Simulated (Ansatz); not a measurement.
The starting structures come from a database of crystals and need not be the phases stable at ambient conditions.

 Where the default PAW files enter, the runs use the earlier of Ansatz's two default sets.

Consider the following.

```xyz
12
Lattice="3.3336 0.0000 0.0000 0.0000 6.5050 0.0000 0.0000 0.0000 5.5564" Properties=species:S:1:pos:R:3 pbc="T T T"
Hf     2.5002     5.8033     4.1746
Hf     0.8334     0.7017     1.3818
Hf     0.8334     2.5508     4.1600
Hf     2.5002     3.9542     1.3964
O      0.8334     4.2839     5.4409
O      2.5002     2.2211     0.1155
O      2.5002     1.0314     2.8937
O      0.8334     5.4736     2.6627
O      0.8334     0.4983     4.7813
O      2.5002     6.0067     0.7751
O      2.5002     3.7508     3.5533
O      0.8334     2.7542     2.0031
```

Space group of this cell: Pnma. The cell is taken as given; by r2SCAN its mean pressure is -3.3 GPa.

These are r2SCAN (plane waves, PAW; Ansatz, a quantum-chemistry and plane-wave program) values and carry that method's errors.

The current runs along the normal of the first two printed vectors; no spin-orbit coupling. Scaled by the factor s: all lengths (ions clamped). Meshes 10×6×6 and 10×6 across the current in all rows.

```tsv
s	mean pressure (GPa)	band gap (eV)
0.98	16.0	4.12
1.00	-3.3	3.98
1.02	-18.1	?
```

**Question.** Take the slope of the band gap against ln s from the two given rows, extrapolate to s = 1.02, and say what the run there gives.

**Answer.** Slope = (4.12 − 3.98) / ln 0.98 = -6.93 eV. The line gives 3.98 + (-6.93) × ln 1.02 = 3.84 eV. The run gives 3.83 eV, 0.01 eV under the line, 9 % of the predicted step.
